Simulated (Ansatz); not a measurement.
```
CELL_PARAMETERS angstrom
      3.89106     0.00000     0.00000
      0.00000     3.89106     0.00000
      0.00000     0.00000     3.89106
ATOMIC_POSITIONS crystal
  Sr 0.00000 0.00000 0.00000
  Ti 0.50000 0.50000 0.50000
  O  0.00000 0.50000 0.50000
  O  0.50000 0.50000 0.00000
  O  0.50000 0.00000 0.50000
```

**Question.** This cell was relaxed within its symmetry with PBEsol in Ansatz (a program for electronic structure). Can a quasi-harmonic thermal-expansion study be run on it?

**Answer.** No: one of the study's cells has modes far below zero and is most likely at no minimum at this level, though too few k-points were not ruled out (phonon / k mesh 3×3×3 / 6×6×6). The program stopped with this message:

```
vibrations stand at or below zero in cell 4 (0.111 modes a cell, the lowest at -87.3 cm⁻¹): the crystal is at no minimum there, or its k-points are too few: type the crystal that it becomes, another pressure, or a denser kpoints.mp_grid, in a new run
```

Keys are those of Ansatz 0.2.
